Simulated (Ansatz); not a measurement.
The reference is Mo in the bcc (W type) structure (space group Im-3m, No. 229).

```xyz
1
Lattice="-1.5648 1.5648 1.5648 1.5648 -1.5648 1.5648 1.5648 1.5648 -1.5648" Properties=species:S:1:pos:R:3 pbc="T T T"
Mo     0.0000     0.0000     0.0000
```

Calculations: PBEsol in Ansatz (plane waves to 420 eV, PAW, no SOC), earlier PAW set.

One change was made to it. Results:

The density drops by 3.76 g/cm³, from 10.39 g/cm³ to 6.63 g/cm³; the shortest interatomic distance rises by 0.1593 Å (2.710 Å → 2.870 Å).

Q: Name the change that was made.
A) Mo → Re
B) Mo → Ge
C) Mo → W

A: B, Mo → Ge. For comparison, the density in the other runs: Mo → W gives 19.45 g/cm³; Mo → Re gives 21.06 g/cm³.

Whether these cells are dynamically stable was not tested. For Ge and Re in this form, whether it has been made was not checked. All final runs are without spin polarisation. This is not the structure that Ge has at room temperature and ambient pressure. This is not the structure that Re has at room temperature and ambient pressure.

Ansatz is an electronic-structure program.
